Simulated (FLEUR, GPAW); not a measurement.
A GPAW input for a self-consistent single point of Tl (P6_3/mmc, 2 atoms in the cell) (DFT PBE, plane waves, GPAW PAW datasets PBE (gpaw-data 1.0.1)):

```python
from ase import Atoms
from ase.units import GPa
from gpaw import GPAW

atoms = Atoms(['Tl', 'Tl'],
              cell=[[3.565188, 0.000000, 0.000000],
                    [-1.782594, 3.087543, 0.000000],
                    [0.000000, 0.000000, 5.756103]],
              positions=[[-0.000002, 2.058363, 1.439026],
                         [1.782596, 1.029180, 4.317077]],
              pbc=True)

calc = GPAW(mode={'name': 'pw', 'ecut': 550},
            xc='PBE',
            kpts=(9, 9, 5),
            occupations={'name': 'fermi-dirac', 'width': 0.05},
            nbands=-6,
            convergence={'density': 1e-05},
            symmetry={'symmorphic': False, 'tolerance': 0.0005},
            maxiter=100)

atoms.calc = calc

energy = atoms.get_potential_energy()
print('Energy (eV):', round(energy, 6))
forces = atoms.get_forces()
print('Forces (eV/Ang):')
print(forces.round(5))
stress = atoms.get_stress()
print('Stress (GPa, Voigt):', (stress / GPa).round(4))
```

### Question
Write the same calculation as an input for FLEUR.

### Answer
This is the input that was run; spellings and numerical settings could be chosen otherwise.

Input of the input generator:

```
scf Tl
&input film=f /
6.7372284912 0.0000000955 0.0000000000
-3.3686143283 5.8346109767 0.0000000000
0.0000000000 0.0000000000 10.8774582151
1.0
1.0 1.0 1.0

2
81 0.3333333333 0.6666666667 0.2500000000
81 0.6666666667 0.3333333333 0.7500000000

&comp jspins=1 /
&kpt div1=9 div2=9 div3=5 /
&end /
```

```xml
<?xml version="1.0" encoding="UTF-8" standalone="no"?>
<fleurInput fleurInputVersion="0.39">
   <comment>
      scf Tl                                                                                              
   </comment>
   <calculationSetup>
      <cutoffs Kmax="3.8" Gmax="15.2" GmaxXC="15.2" numbands="0"/>
      <scfLoop itmax="100" minDistance="0.00001" maxIterBroyd="40" imix="Anderson" alpha="0.05" precondParam="0.0" spinf="2.0"/>
      <coreElectrons ctail="T" frcor="F" kcrel="0" coretail_lmax="0"/>
      <xcFunctional name="pbe" relativisticCorrections="F"/>
      <magnetism jspins="1"/>
      <soc l_soc="F" theta="0.0" phi="0.0" spav="F"/>
      <expertModes spex="0" secvar="F"/>
      <geometryOptimization l_f="T" forcealpha="1.0" forcemix="BFGS" epsdisp="0.00001" epsforce="0.00001"/>
      <ldaU l_linMix="F" mixParam="0.05" spinf="1.0"/>
   </calculationSetup>
   <cell>
      <bzIntegration valenceElectrons="26.0" mode="hist" fermiSmearingEnergy="0.00183747">
         <kPointListSelection listName="default-1"/>
         <!-- k-points included here -->
         <xi:include xmlns:xi="http://www.w3.org/2001/XInclude" href="kpts.xml"> </xi:include>
      </bzIntegration>
      <!-- symmetry operations included here -->
      <xi:include xmlns:xi="http://www.w3.org/2001/XInclude" href="sym.xml"> </xi:include>
      <bulkLattice scale="1.0">
         <bravaisMatrix>
            <row-1>    6.7372284911999998     0.0000000955000000     0.0000000000000000</row-1>
            <row-2>   -3.3686143283000001     5.8346109766999996     0.0000000000000000</row-2>
            <row-3>    0.0000000000000000     0.0000000000000000    10.8774582151000008</row-3>
         </bravaisMatrix>
      </bulkLattice>
   </cell>
   <atomSpecies>
      <species name="Thallium (Tl)" element="Tl" atomicNumber="81">
         <mtSphere radius="2.68" gridPoints="925" logIncrement="0.015"/>
         <atomicCutoffs lmax="10" lnonsphr="8"/>
         <electronConfig flipSpins="F">
            <coreConfig>(1s1/2) (2s1/2) (2p1/2) (2p3/2) (3s1/2) (3p1/2) (3p3/2) (4s1/2) (3d3/2) (3d5/2) (4p1/2) (4p3/2) (5s1/2) (4d3/2) (4d5/2) (4f5/2) (4f7/2) (5p1/2) (5p3/2)</coreConfig>
            <valenceConfig>(6s1/2) (5d3/2) (5d5/2) (6p1/2) (6p3/2)</valenceConfig>
            <stateOccupation state="(6p1/2)" spinUp="0.1666666666667" spinDown="0.1666666666667"/>
            <stateOccupation state="(6p3/2)" spinUp="0.3333333333333" spinDown="0.3333333333333"/>
         </electronConfig>
         <energyParameters s="6" p="6" d="6" f="5"/>
         <lo type="SCLO" l="2" n="5" eDeriv="0"/>
      </species>
   </atomSpecies>
   <atomGroups>
      <atomGroup species="Thallium (Tl)">
         <relPos label="                   1">1.000/3.000 -1.000/3.000 1.000/4.000</relPos>
         <relPos label="                   2">-1.000/3.000 1.000/3.000 -1.000/4.000</relPos>
         <force calculate="T" relaxXYZ="TTT"/>
      </atomGroup>
   </atomGroups>
   <output dos="F" band="F" slice="F">
      <checks vchk="F" cdinf="F"/>
      <bandDOS minEnergy="-.5*Htr" maxEnergy="0.5*Htr" sigma="0.015" storeEVData="T"/>
      <vacuumDOS vacdos="F" integ="F" star="F" nstars="0" locx1="0.0" locy1="0.0" locx2="0.0" locy2="0.0" nstm="0" tworkf="0.0"/>
      <unfoldingBand unfoldBand="F" supercellX="1" supercellY="1" supercellZ="1"/>
      <plotting iplot="0" polar="F">
         <plot TwoD="T" vec1="  1.0  0.0  0.0" vec2="  0.0  1.0  0.0" vec3="  0.0  0.0  1.0" zero="  0.0  0.0  0.0" file="plot"/>
      </plotting>
      <chargeDensitySlicing numkpt="0" minEigenval="0.0" maxEigenval="0.0" nnne="0" pallst="F"/>
      <specialOutput eonly="F"/>
      <magneticCircularDichroism mcd="F" energyLo="-10.0" energyUp="0.0"/>
   </output>
  <!-- We include the file relax.xml here to enable relaxations (see documentation) -->
  <xi:include xmlns:xi="http://www.w3.org/2001/XInclude" href="relax.xml"> <xi:fallback/> </xi:include>
</fleurInput>
```

Basis settings and potentials, where a program has them, do not carry over. This input uses DFT, PBE, all-electron FLAPW (FLEUR), scalar-relativistic valence.

The starting cell comes from a database of computed structures (which also holds hypothetical and non-ambient phases and stackings), without a prior relaxation at this level. Its lattice was rescaled by a random factor within 2.5 % of one.
